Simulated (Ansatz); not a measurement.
Consider ZnCu in the CsCl type structure (space group Pm-3m, No. 221; relaxed with 0.1 eV smearing).

```xyz
2
Lattice="2.9085 0.0000 0.0000 0.0000 2.9085 0.0000 0.0000 0.0000 2.9085" Properties=species:S:1:pos:R:3 pbc="T T T"
Zn     1.4542     1.4542     1.4542
Cu     0.0000     0.0000     0.0000
```

Method: PBEsol in Ansatz (plane waves to 420 eV, PAW, spin-orbit coupling left out).

Base values:

| Quantity | Result |
|---|---|
| Pressure | 0.0 GPa |

Perturbation: an isotropic linear strain of −3.00 %; the atoms relax in the strained cell.

Q: What happens to the energy relative to the base and pressure?

A: The energy goes up by 48 meV/atom; the pressure goes from zero to 15.7 GPa.

No phonon test of stability was made. All final runs are without spin polarisation.

Ansatz is a quantum-chemistry and plane-wave program.
